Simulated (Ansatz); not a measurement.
Subject: the energy of the reaction as written. Reaction: 8 C (graphite) + Ca (fcc) + 1/2 Cl2 (gas) → cell A. The sign is products less reactants.

Cell A: a sheet of composition CaC8Cl built on C (graphite, P6₃/mmc) (0001), with 8 atoms on that crystal's sites, 10 atoms, hexagonal cell of 4.93 Å (21.0 Å²), symmetry P3m1 within 0.02 Å, 3.2 Å thick under 15 Å of vacuum, in-plane vectors held at the crystal's, which may strain the added film; planes from bottom to top: C8 | Ca | Cl, its two faces unlike (dipole correction applied); spin state with PBE: no moments, k-point mesh 7×7×1.
```
CaC8Cl
1.0
    4.92998     0.00000     0.00000
   -2.46499     4.26949     0.00000
    0.00000     0.00000    18.51309
C Ca Cl
8 1 1
Direct
  0.16726   0.33452   0.42779
  0.33392   0.16696   0.42881
  0.16726   0.83274   0.42779
  0.33333   0.66667   0.42714
  0.66667   0.33333   0.43042
  0.83304   0.16696   0.42881
  0.66548   0.83274   0.42779
  0.83304   0.66608   0.42881
  0.00000   0.00000   0.55017
  0.33333   0.66667   0.60119
```

Reference: C (graphite, P6₃/mmc), 16 atoms in the cell, the relaxed perfect crystal repeated, atoms not moved again, k-point mesh 7×7×4 on the run's own vectors.

Reference: Ca (fcc, Fm-3m), 1 atom in the cell, k-point mesh 18×18×18 on the run's own vectors. Conventional cell: a = b = c = 5.4370 Å, α = β = γ = 90.00°.

Reference: an isolated Cl2 molecule (singlet) in a box of 11 × 11 × 14 Å.

All numbers come from Ansatz (an electronic-structure program), plane waves with PAW, its default PAW set, cutoff 420 eV, 500 eV for r2SCAN. The structures are at rest with PBE+D3(BJ), within the held lattices; other levels are single points on them. Neutral cells; Fermi-Dirac smearing of at most 0.10 eV in the solids, energies taken to zero width. The lattices are those relaxed with PBE+D3(BJ) or held as stated, so at other levels the solids can be strained, which adds to the spread. A dispersion term (D3(BJ), or D4 for r2SCAN) was computed beside these levels and is taken off wherever the name lacks it. No zero-point or thermal terms. The structures are the rest points that the relaxations reached, not proven lowest. Cell A has symmetry P3m1 within 0.02 Å and got no random move, so less symmetric positions, which may lie lower, weren't tried.

### Question
What value does r2SCAN+D4 give?

### Answer
-3.51 eV, for 8 C (graphite) + Ca (fcc) + 1/2 Cl2 (gas) → cell A.

### Question
What do the other levels give, and how wide is the spread?

### Answer
| Level | value (eV) | less r2SCAN+D4 |
|---|---|---|
| PBE | -3.36 | 0.15 |
| PBE+D3(BJ) | -2.96 | 0.55 |
| r2SCAN | -3.70 | -0.19 |

The levels shown span 0.74 eV, from r2SCAN (-3.70) to PBE+D3(BJ) (-2.96).
